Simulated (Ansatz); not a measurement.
**Ba on the Hf site (monoclinic HfO2 host)**

The numbers are results of PBE, PAW (plane waves to 420 eV; Ansatz, an electronic-structure program), not measurements. Cell: 96 sites, 2×2×2; final energies on a 2×2×2 shifted mesh. Site at the start: the Hf site. Energies of charged states are corrected for periodic images (point charge plus alignment at distant sites). Dielectric constants: PBE linear response of the host. Host gap at this level: 4.04 eV. A cell of this size leaves errors of a few tenths of an eV. Levels are measured in PBE's own, too narrow, gap. Spin–orbit coupling is left out, which matters for these heavy elements. Each state is the lowest found from its start.

Formation energies E_f are given with the Fermi level at the valence-band maximum. Chemical conditions: O-rich (Δμ(Hf) = -10.38 eV, Δμ(Ba) = -5.65 eV, bounded by BaO2 (I4/mmm); only phases computed here count, gases as isolated molecules at 0 K). Reference phases: Ba: bcc Ba, Hf: hcp Hf.

```csv
charge,moment (μB),point group,largest move off a lattice site (Å),image correction with alignment (eV),"E_f, O-rich (eV)"
+1*,1.0,C1,1.17,–,–
0,not spin-polarised,C1,1.19,0.00,3.65
−1,1.0,C1,0.74,0.14,4.20
−2,not spin-polarised,C1,0.46,0.43,4.87
```

* At this level the carrier isn't localised at the defect: at charge +1 holes occupy the valence band. Such a state is shallow or no state of the defect, and this cell gives it no level.

Point groups are those of the whole cell at tolerances of 0.03 and 0.1 Å ("near" where only the looser one holds); none is given for unsettled states.

Transition levels above the valence-band maximum: ε(0/−1) = 0.56 eV; ε(−1/−2) = 0.67 eV. On the lower envelope of the bound states, inside the gap: (0/−1) at 0.56 eV; (−1/−2) at 0.67 eV.

Flagged in the runs: a host whose relaxation on this sampling wasn't shown to rest, a strain field that reaches the edge of the cell.

All states together cost about 20 core-hours (a rough figure).
